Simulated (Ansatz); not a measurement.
Abridged Ansatz (a program for electronic structure) output:

```
Relaxation: its limit of steps is 50 (relax.max_steps)
Pseudopotential: Re, paw, valence charge 15
Crystal: 2 atoms, lattice volume = 28.391 Å³
Basis set: ecut = 420 eV, 557 PW (Γ), exchange–correlation on 36×40×60 points (8 copies of the dense FFT grid, shifted against one another)
Bands: 19, of which v1, the nominal top of the filled ones, is band 15 counted from 1 (14 counted from 0)
Symmetry: 8 space group operations
k-points: 1099 of 7488
Functional: x = pbesol(κ = 0.804, μ = 0.12345679012345678), c = pbesol(β = 0.046)
SCF iter   1: F=—  HF=-21474.479787 eV  |F-HF|=—  |Δ(HF+E_count)|=         —  Δρ=8.24e-3  dr2=5.57e-3  ethr=1.77e-3  ⟨swp⟩=5.3  Hψ=94244  notcnv=0
SCF iter   2: F=—  HF=-21474.481005 eV  |F-HF|=—  |Δ(HF+E_count)|=   1.22e-3  Δρ=4.84e-3  dr2=2.05e-3  ethr=1.86e-5  ⟨swp⟩=1.4  Hψ=30994  notcnv=0
SCF 1 converged in 7 iterations: F = -21474.481456 eV  dr2 = 3.07e-11
relax step   1: F+E_penalty+E_count = -21474.48145632 eV  Δ(F+E_penalty+E_count) = +0.000e0 eV  max|allowed force component| = 9.677e-2 eV/Å  Δτ_max = 0.0000 Å  (7 SCF iters, accepted)
Crystal: 2 atoms, lattice volume = 28.391 Å³
SCF iter   1: F=—  HF=-21474.482051 eV  |F-HF|=—  |Δ(HF+E_count)|=         —  Δρ=2.55e-3  dr2=8.01e-4  ethr=2.63e-6  ⟨swp⟩=2.0  Hψ=77869  notcnv=0
SCF iter   2: F=—  HF=-21474.481835 eV  |F-HF|=—  |Δ(HF+E_count)|=   2.17e-4  Δρ=1.15e-3  dr2=1.18e-4  ethr=2.63e-6  ⟨swp⟩=1.4  Hψ=25425  notcnv=0
SCF 2 converged in 6 iterations: F = -21474.481767 eV  dr2 = 8.43e-12
relax step   2: F+E_penalty+E_count = -21474.48176693 eV  Δ(F+E_penalty+E_count) = -3.106e-4 eV  max|allowed force component| = 7.790e-2 eV/Å  Δτ_max = 0.0162 Å  (6 SCF iters, accepted)
Crystal: 2 atoms, lattice volume = 28.391 Å³
SCF iter   1: F=—  HF=-21474.482415 eV  |F-HF|=—  |Δ(HF+E_count)|=         —  Δρ=1.12e-3  dr2=1.54e-4  ethr=5.13e-6  ⟨swp⟩=2.4  Hψ=51109  notcnv=0
SCF iter   2: F=—  HF=-21474.482376 eV  |F-HF|=—  |Δ(HF+E_count)|=   3.98e-5  Δρ=5.07e-4  dr2=2.27e-5  ethr=5.13e-7  ⟨swp⟩=1.0  Hψ=29673  notcnv=0
SCF 3 converged in 6 iterations: F = -21474.482326 eV  dr2 = 1.18e-12
relax step   3: F+E_penalty+E_count = -21474.48232612 eV  Δ(F+E_penalty+E_count) = -5.592e-4 eV  max|allowed force component| = 1.085e-3 eV/Å  Δτ_max = 0.0071 Å  (6 SCF iters, accepted)
SCF converged after 6 iterations
Free energy (F): -21474.482326 eV
Internal energy: -21474.430816 eV  (E = F + TS)
E sigma→0 (E₀):  -21474.456571 eV
Entropy (-TS):   -0.051510 eV (-25.755 meV/atom)
Fermi energy:    24.848290 eV
--- Forces (eV/Å), atoms counted from 1 ---
  atom   1  Re     0.00000000     0.00108547     0.00000000
  atom   2  Re    -0.00000000    -0.00108547    -0.00000000
--- Stress (GPa, compression-positive) ---
       18.112039      -0.000000      -0.000000
       -0.000000       7.702715       0.000000
       -0.000000       0.000000       6.068191
  P = ⅓ Tr σ = 10.6276 GPa (106.276 kbar)
--- Relaxed structure (3 steps of the walk, 3 accepted, 0 SCFs on fresh bases) ---
  atoms:
    - { symbol: Re, position: [0.6647618406718901, 0.3295236813437801, 0.7500000000000001] }
    - { symbol: Re, position: [0.33523815932810996, 0.6704763186562199, 0.25000000000000006] }
```

What was computed, and what are the main results?

Re, 2 atoms in the cell, with PBEsol/PAW in Ansatz, no SOC. The last SCF converged to F = -21474.482326 eV, or -10737.2412 eV per atom, at a pressure of 10.63 GPa. The total energy compares only with runs of the same code, potentials and settings.

The cells carry an imposed strain or load. No phonon test of stability was made. The final runs are not spin-polarised. The cell was made from Re in the hcp (Mg type) structure (space group P6_3/mmc, No. 194) by this change: uniaxial strain ε_xx = −2.50 %.

Keys are those of Ansatz 0.2.
